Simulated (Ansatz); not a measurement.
The starting structures come from a database of crystals and need not be the phases stable at ambient conditions.

 Where the default PAW files enter, the runs use the earlier of Ansatz's two default sets.

The decay constant κ of evanescent states in the gap governs leakage through a thin film.

Input:

```
CdS
1.0
    3.89368     0.00000     0.00000
    0.00000     3.89368     0.00000
    1.94684    -1.94684     2.83584
Cd S
1 1
Direct
  0.00000   0.00000   0.00000
  0.50000   0.50000   0.00000
```

Space group of this cell: I4/mmm. The cell is strained (lengths along the current scaled by 1.03, ions clamped); by r2SCAN its mean pressure is -4.0 GPa.

Transport runs along the normal of the first two printed cell vectors, the (001) (indices of the unstrained crystal) plane of the conventional cell.

The gap is the functional's own, uncorrected, and κ follows it; spin-orbit coupling is left out. Mid-gap values are interpolated between the computed energies.

Compute, with r2SCAN in Ansatz (a program for electronic structure), the band gap and the smallest decay constant κ at mid-gap.

Gap 0.62 eV on a 10×10×10 mesh; κ = 0.120 1/Å, at (0.500, 0.500) of the in-plane reciprocal vectors. At the zone centre, at the nearest computed energy, the slowest state has κ = 0.14 1/Å.
